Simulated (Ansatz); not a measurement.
The parent structure is ZrS₂ in the CdI2 type structure (space group P-3m1, No. 164; a = 3.635 Å, c = 5.720 Å; layered, stacked along the Cartesian z axis).

Computed with PBE-D3(BJ) (Ansatz, an electronic-structure program), spin-orbit coupling left out.

Strains are applied to the cell and any free atomic positions relax.

One change was made to it. Results:

```csv
quantity,base,after
smallest direct gap,1.41 eV,1.43 eV
energy relative to the base (free energy F),0 meV/atom,+2.7 meV/atom
band gap,0.66 eV,0.79 eV
"pressure (mean of the normal stresses, compression positive)",0.00 GPa,-1.27 GPa
```

Q: Which of these changes matches the shifts?
A) isotropic strain +1.00 %
B) isotropic strain −1.00 %
C) isotropic strain +2.00 %

A: A, isotropic strain +1.00 %. For comparison, the band gap in the other runs: isotropic strain +2.00 % gives 0.91 eV; isotropic strain −1.00 % gives 0.52 eV.

Whether these cells are dynamically stable was not tested.
